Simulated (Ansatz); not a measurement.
Take PbS in the rock salt structure (space group Fm-3m, No. 225; a = 5.8450 Å) as the base.

Level of theory: LDA, PAW, 420 eV (Ansatz, an electronic-structure program; no spin-orbit coupling).

Before the change:

The pressure is 0.00 GPa.

Modification: the cell is scaled by 0.9750 in all directions, atoms relaxed at fixed cell.

Problem. What does the calculation give for the energy relative to the base and pressure after the change?

Solution. The energy grows by 31 meV/atom; the pressure goes from zero to 5.74 GPa.

The cells carry an imposed strain or load. No phonon test of stability was made.
